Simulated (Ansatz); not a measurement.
## The (22-41) surface of hcp Os in its 1x1 cell, outermost plane spacing 0.34 Å in the ideal cut

Method: PBE (plane waves to 420 eV, PAW; Ansatz, an electronic-structure program).

Set-up: 31 atoms, 10.2 Å thick at the start (thin: gaps and levels are the slab's own); mesh 8x5x1; 0.1 eV smearing; dipole correction on; all atoms relaxed; start symmetry kept, larger cells not searched; no spin, no spin-orbit, no U.

| Item | Value |
|---|---|
| work function of the top face | 4.70 eV |
| energy released by relaxation | 1.19 eV |
| cost | very roughly 40 core-minutes |
